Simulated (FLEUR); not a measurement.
Input and output of a self-consistent single point for Tm₃PbC (Pm-3m, 5 atoms in the cell) (FLEUR).

Computed with FLEUR with PBEsol, all-electron FLAPW (FLEUR), scalar-relativistic valence.

```xyz
5
Lattice="4.8048 0.0000 0.0000 0.0000 4.8048 0.0000 0.0000 0.0000 4.8048" Properties=species:S:1:pos:R:3 pbc="T T T"
Tm     2.4024     0.0000     2.4024
Tm     0.0000     2.4024     2.4024
Tm     2.4024     2.4024     0.0000
Pb     0.0000     0.0000     0.0000
C      2.4024     2.4024     2.4024
```
Moments meant for the start (each program seeds them in its own way; μB, in the order of the atoms Tm Tm Tm Pb C): 2.0 2.0 2.0 0.0 0.0.

Reference input (self-consistent single point, DFT, LDA (Perdew-Zunger), all-electron FLAPW (FLEUR), scalar-relativistic valence): Kmax = 4 1/bohr; GmaxXC = 16 1/bohr; xcFunctional = pz; jspins = 2; l_soc = F; mode = gauss; fermiSmearingEnergy = 0.00734986 Htr; mesh (inpgen div1-3) = 5 5 5; inpgen gamma flag = false; Gmax = 16 1/bohr; numbands = 0; maxIterBroyd = 25. This run's input differs from it in these lines:

```diff
@@ -17,3 +17,3 @@
 &comp jspins=2 /
-&exco xctyp='pz' /
+&exco xctyp='PBEs' /
 &kpt div1=5 div2=5 div3=5 /
@@ -30,3 +30,3 @@
       <coreElectrons ctail="T" frcor="F" kcrel="0" coretail_lmax="0"/>
-      <xcFunctional name="pz" relativisticCorrections="F"/>
+      <xcFunctional name="PBEs" relativisticCorrections="F"/>
       <magnetism jspins="2"/>
```

Output (repeated stretches shortened):

```
 Iteration:     1   Distance:     106.73805123 me/bohr^3
 Iteration:     2   Distance:      17.13077018 me/bohr^3
 Iteration:     3   Distance:      13.56389341 me/bohr^3
 Iteration:     4   Distance:      12.52130931 me/bohr^3
 Iteration:     5   Distance:       7.64026058 me/bohr^3
   [... 71 lines left out ...]
 Iteration:    77   Distance:       2.71418099 me/bohr^3
 Iteration:    78   Distance:       2.75342567 me/bohr^3
 Iteration:    79   Distance:       3.98436122 me/bohr^3
 Iteration:    80   Distance:       4.51291479 me/bohr^3
 Run finished successfully
 Stop message:
   all done

[file out, last iteration]
             iter=     80
[...]
          total density-effective poten   -1.0737492419E+05
          total charge density-energy d   -1.2377813904E+03
 Updated energy parameters for spin:           1
 Updated energy parameters for spin:           2
[...]
 fermi energy and band-weighting factors:
   [... lines left out ...]
          first approx. to ef    (T=0)  :   0.334984 htr   (energy of the highest occ. eigenvalue)
          total moment                 =     4.76388
 Direct bandgap for spin            1 :    4.9395378371324683E-003  Htr
 Direct bandgap for spin            2 :    8.1409284184108532E-004  Htr
   [... lines left out ...]
     3  0.000000 |  0.000000  0.000000  0.000000  0.000000  0.000000  |  0.000000  0.000000  0.000000  0.000000  0.000000 omm
     t o t a l  e n e r g y
          sum of eigenvalues =            -37867.7385158171
          density-effective potential i  -107374.9241879718
          charge density-ex.-corr.energ    -1237.7813904144
 ---->    total energy=                   -61694.7252833184 htr
 ---->    (input%tkb*entropy) TS=              0.0000000000 htr
 ---->    free energy=                    -61694.7252833184 htr
      extrapolation for T->0
 ---->    total electron energy=          -61694.7252833184 htr
SPIN-1 FORCE FOR ATOM TYPE=  1  X=  4.540   Y=  0.000   Z=  4.540      FX_SP = 0.000000 FY_SP = 0.000000 FZ_SP = 0.000000
SPIN-2 FORCE FOR ATOM TYPE=  1  X=  4.540   Y=  0.000   Z=  4.540      FX_SP = 0.000000 FY_SP = 0.000000 FZ_SP = 0.000000
SP
```

The run ended unconverged after 80 iterations. 

The starting cell comes from a database of computed structures (which also holds hypothetical and non-ambient phases and stackings), without a prior relaxation at this level. Spin-orbit coupling is off. Values depend on the basis (sphere radii, cutoffs, local orbitals), which need not be converged.

Cost on one core of a shared machine: roughly 10 min.
